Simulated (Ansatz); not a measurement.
Worked example: self-consistent single point of MgRhF₆ (R3, 8 atoms in the cell) in Ansatz (a program for electronic structure).

Computed with PBEsol, default PAW files made with PBE (plane waves; Ansatz).

```xyz
8
Lattice="2.4770 1.4301 4.4978 -2.4770 1.4301 4.4978 0.0000 -2.8602 4.4978" Properties=species:S:1:pos:R:3 pbc="T T T"
Mg     0.0000     0.0000     6.7967
Rh     0.0000     0.0000     0.0000
F     -1.6081    -0.1485     7.8809
F      1.6081     0.1485     5.6126
F      0.9327    -1.3184     7.8809
F     -0.9327     1.3184     5.6126
F      0.6754     1.4669     7.8809
F     -0.6754    -1.4669     5.6126
```
Moments meant for the start (each program seeds them in its own way; μB, in the order of the atoms Mg Rh F F F F F F): 0.0 1.0 0.0 0.0 0.0 0.0 0.0 0.0.

Reference input (self-consistent single point, DFT, PBEsol, plane waves, default PAW files made with PBE): basis.ecutwfc = 420 eV; kpoints.mp_grid.grid = 5 5 5; hamiltonian.xc = pbesol; hamiltonian.pseudopotentials = {kind: paw} (the program's default PAW files); magnetization.spin_polarized = true; scf.occupations.method = fermi_dirac; scf.occupations.width = 0.1 eV. This run's input differs from it in these lines:

Ansatz 0.2 input:
```diff
@@ -24,3 +24,3 @@
 scf:
-  occupations: { method: fermi_dirac, width: 0.1 }
+  occupations: { method: fermi_dirac, width: 0.3 }
 output:
```

Output (repeated stretches shortened):

```
SCF iter   1: F=—  HF=-13057.531658 eV  |F-HF|=—  |Δ(HF+E_count)|=         —  Δρ=7.48e-2 (↑6.01e-2 ↓7.48e-2)  dr2=9.41e0  dr2_m=3.28e-1  M=0.113 μB ∫|m|=0.140 μB  β_m=0.30  ethr=3.10e-3  ⟨swp⟩=5.2  Hψ=7966  notcnv=0  defer=78
Mixer restart at iter 1: flushing history
all-band conjugate gradients solve this SCF's bands
preconditioner: auto → Resta (q_TF=auto, 2.584 Å⁻¹)
   [... lines left out ...]
SCF iter  10: F=—  HF=-13055.274844 eV  |F-HF|=—  |Δ(HF+E_count)|=   1.01e-7  Δρ=2.81e-6 (↑2.70e-6 ↓2.81e-6)  dr2=2.65e-8  dr2_m=4.35e-10  M=0.000 μB ∫|m|=0.000 μB  β_m=0.93  ethr=1.31e-9  ⟨swp⟩=2.0  Hψ=3672  notcnv=0  defer=162
SCF iter  11: F=-13055.274844 eV  HF=-13055.274844 eV  |F-HF|=6.08e-10  |Δ(HF+E_count)|=   6.83e-8  Δρ=1.24e-6 (↑1.24e-6 ↓1.16e-6)  dr2=6.11e-9  dr2_m=2.59e-12  M=-0.000 μB ∫|m|=0.000 μB  ethr=3.84e-11  ⟨swp⟩=9.0  Hψ=9776  notcnv=0
SCF 1 converged in 11 iterations: F = -13055.274844 eV  dr2 = 6.11e-9
WARN: the starting moments were not kept: the SCF closed with an absolute magnetisation of 3.3e-6 μB, where they sum to 1 μB in size (1 site) …
Magnetization: -0.0000 μB (34.5000 up, 34.5000 down)
   [... lines left out ...]
Absolute magnetization: 0.0000 μB (∫|ρ↑−ρ↓|, with the PAW one-centre terms)
Free energy (F): -13055.274844 eV
Fermi energy:    4.609976 eV
   [... lines left out ...]
  atom   8  F     -0.00458109     0.02490465    -0.02773919
--- Stress (GPa, compression-positive) ---
        2.315937      -0.000000      -0.000000
        0.000000       2.315937      -0.000000
       -0.000000      -0.000000       1.998373
  P = ⅓ Tr σ = 2.2101 GPa (22.101 kbar)
  The stress holds the Pulay correction. Without it, at fixed plane waves, as pw.x and ABINIT print it: P = 1.3768 GPa
```

The run converged in 11 iterations. Against the reference run the free energy falls by 60.8 meV/atom, the pressure goes from 2.09 to 2.21 GPa, the largest force hardly changes (0.493 to 0.491 eV/Å) and the size of the net moment goes from 0.12 to 0.00 μB/atom.

The starting cell comes from a database of computed structures (which also holds hypothetical and non-ambient phases and stackings), without a prior relaxation at this level. Its lattice was rescaled by up to half a per cent. One atom was moved a little off its site on purpose. The starting moments vanished: the run ended non-magnetic. The program warned that a starting moment was not kept. Ansatz's pressure includes its estimate of the finite-basis (Pulay) stress. Without the estimate this run gives 1.38 GPa.
